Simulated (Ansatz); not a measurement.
Consider BAs (space group P6_422, No. 181; a = 3.4290 Å, c = 7.4031 Å; a hypothetical phase, not in the database extracts checked). Axes: x lies along a and z along c of the hexagonal cell.

Levels (all Ansatz, a program for electronic structure, PAW): PBEsol (420 eV, no spin-orbit coupling); HSE06 (420 eV, scalar-relativistic without spin-orbit coupling).

Its gap is 0.31 eV with PBEsol and 0.90 eV with HSE06.

Perturbation: uniaxial strain ε_zz = −2.90 %, all other strain components held at zero, atoms relaxed at fixed cell.

With PBEsol the gap becomes 0.15 eV.

If the HSE06 correction stayed the same, what would the HSE06 gap be, and what does the HSE06 run give?

A rigid correction of +0.59 eV gives 0.74 eV. The HSE06 run gives 0.73 eV, so the two effects roughly add.

Single points use the geometry relaxed with PBEsol. The hybrid gap comes from the SCF mesh plus the semilocal run's edge points and a few special points and is an upper bound. Stability against distortions was not tested. The base started in P3_121 and relaxed to P6_422 at this level. A zero or small gap of BAs under uniaxial strain ε_zz = −2.90 % can be the functional's error rather than a property of the material.
